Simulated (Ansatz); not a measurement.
GaN (model structure, started from the NiAs type, P6₃/mmc, No. 194, 4 atoms in the cell), treated with PBE0 in Ansatz (PAW).

The input as run:

Ansatz 0.2 input:
```yaml
crystal:
  lattice:
    - [2.9686749829, 0.0, 0.0]
    - [-1.4843374914, 2.5709479507, 0.0]
    - [0.0, 0.0, 5.0406341902]
  atoms:
    - { symbol: Ga, position: [0.0, 0.0, 0.0] }
    - { symbol: Ga, position: [0.0, 0.0, 0.5] }
    - { symbol: N, position: [0.3333333333, 0.6666666667, 0.25] }
    - { symbol: N, position: [0.6666666667, 0.3333333333, 0.75] }
basis:
  ecutwfc: 460
  ecutrho_ratio: 4
  xc_grid: 2
kpoints:
  mp_grid: { grid: [9, 9, 6] }
  band_path: { path: [[0, 0, 0], [0.0, 0.148438, 0.0]], npoints: 1 }
hamiltonian:
  xc: pbe0
  dispersion: none
  pseudopotentials: { kind: paw }
scf:
  occupations: { method: fermi_dirac, width: 0.01 }
  convergence: { dr2_threshold: 0.0000000004 }
output:
  forces: true
  stress: true
  eigenvalues: true
  write_bands: true
```

Q: How many irreducible k-points, plane waves at Γ does the program set up, and what pressure does the run end with?

A: 48 irreducible k-points, 881 plane waves at Γ; P = -2.24 GPa, so the cell is stretched on average and its volume would shrink at this level.

Excerpt of the program's output:

```
WARN output.stress: scf.exx.energy_threshold = 1e-6 eV is looser than the 4e-8 eV advised for a stress under a hybrid functional (1e-8 eV for each atom of the …
Crystal: 4 atoms, lattice volume = 38.472 Å³
Basis set: ecut = 460 eV, 881 PW (Γ), exchange–correlation on 48×48×72 points (8 copies of the dense FFT grid, shifted against one another)
Bands: 22, of which v1, the nominal top of the filled ones, is band 18 counted from 1 (17 counted from 0)
Symmetry: 24 space group operations
Space group: P63/mmc (ITA 194), of the structure as read, at distance tolerance 3.4e-5 Å
k-points: 48 of 486
Functional: x = pbe(κ = 0.804, μ = 0.2195149727645171), c = pbe(β = 0.06672455060314922), warm-up for x = 0.75 pbe(κ = 0.804, μ = 0.2195149727645171) + 0.25 exact, c = pbe(β = 0.06672455060314922)
SCF iter   1: F=—  HF=-8333.389686 eV  |F-HF|=—  |Δ(HF+E_count)|=         —  Δρ=2.85e-3  dr2=1.49e-3
SCF iter   2: F=—  HF=-8333.390585 eV  |F-HF|=—  |Δ(HF+E_count)|=   8.98e-4  Δρ=1.24e-3  dr2=3.08e-4
  ...
Crystal: 4 atoms, lattice volume = 38.472 Å³
Initial density: handed on by an earlier stage of this run
Functional: x = 0.75 pbe(κ = 0.804, μ = 0.2195149727645171) + 0.25 exact, c = pbe(β = 0.06672455060314922)
Crystal: 4 atoms, lattice volume = 38.472 Å³
SCF iter   4: F=—  HF=-8334.511999 eV  |F-HF|=—  |Δ(HF+E_count)|=   1.19e-7  Δρ=1.98e-6  dr2=1.50e-9
SCF iter   5: F=-8334.511999 eV  HF=-8334.511999 eV  |F-HF|=1.55e-10  |Δ(HF+E_count)|=  4.80e-10  Δρ=5.20e-7  dr2=1.20e-10
SCF 3 converged in 5 iterations: F = -8334.511999 eV  dr2 = 1.20e-10
Free energy (F): -8334.511999 eV
Internal energy: -8334.511999 eV  (E = F + TS)
E sigma→0 (E₀):  -8334.511999 eV
Fermi energy:    13.483462 eV
--- Stress (GPa, compression-positive) ---
       -2.475220       0.000000       0.000000
        0.000000      -2.475220       0.000000
        0.000000       0.000000      -1.771329
  P = ⅓ Tr σ = -2.2406 GPa (-22.406 kbar)
```

The PAW data were made under PBE.

Note: the relaxation could raise the start's symmetry but not lower it, so the cell can be a saddle point. Note: cell and atoms aren't relaxed at this level (pressure -2.2 GPa).

A model structure was made by putting elements into a prototype or built by hand; it is no filed structure, need not be a known phase, and can be a saddle point held by its symmetry.

Ansatz is a program for electronic structure.
